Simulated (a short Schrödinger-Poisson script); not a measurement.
Structure: MOS inversion layer, SiO2 on p-type Si(111), at 400 K.

```
layer  material  thickness (nm)  Na (cm⁻³)
-----  --------  --------------  ---------
1          SiO2             2.8          -
2            Si             580     5.4e17
```

Constants are typed, rounded textbook-type inputs, not results; the design itself was drawn at random and stands for no fabricated device. SiO2: permittivity 3.9, conduction-band edge (eV) 3.15, gap (eV) 9, electron mass (mₑ) 0.5. Si: permittivity 11.7, conduction-band edge (eV) 0, gap (eV) 1.124, Nv at 300 K (cm⁻³) 3.1e19.

Channel valleys (confinement mass, in-plane density-of-states mass, number): Δ6 0.258, 0.358, 6. At the gate the conduction-band edge of layer 1 lies 3.69 eV − eVg above the Fermi level of the channel; the field vanishes at the back. Gaps are held at their typed values at every temperature. Mesh 0.03 nm at interfaces.

From a short Schrödinger-Poisson script (our own, NumPy): 1D Poisson equation in equilibrium, electrons quantum, Hartree (BenDaniel-Duke, 12 states a valley, the channel's in-plane mass for all, wave functions ending at the dielectric), parabolic valleys, classical holes, full ionisation, no traps, pinning or gate leakage.

The same stack at other levels of the model or other numerical settings:

| run | sheet density of all electrons at Vg = 2.3 V (cm⁻²) | sheet density of all electrons at Vg = 1.1 V (cm⁻²) | capacitance at Vg = 2.3 V (μF/cm²) | centroid of the channel electrons at Vg = 2.3 V (nm) | rough cost against the base |
|---|---|---|---|---|---|
| base | 8.64e12 | 1.24e12 | 1.04 | 1.91 | about 1 |
| electrons treated as classical, Boltzmann | 1.04e13 | 1.90e12 | 1.18 | 0.50 | 0.04 |
| electrons treated as classical, Fermi-Dirac | 1.01e13 | 1.87e12 | 1.14 | 0.65 | 0.2 |
| mesh six times as coarse | 8.64e12 | 1.24e12 | 1.04 | 1.90 | 0.3 |
| one subband a valley | 8.63e12 | 1.23e12 | 1.04 | 1.87 | 0.7 |

The classical rows ignore confinement, and Boltzmann statistics overrate the density once the band edge passes the Fermi level.
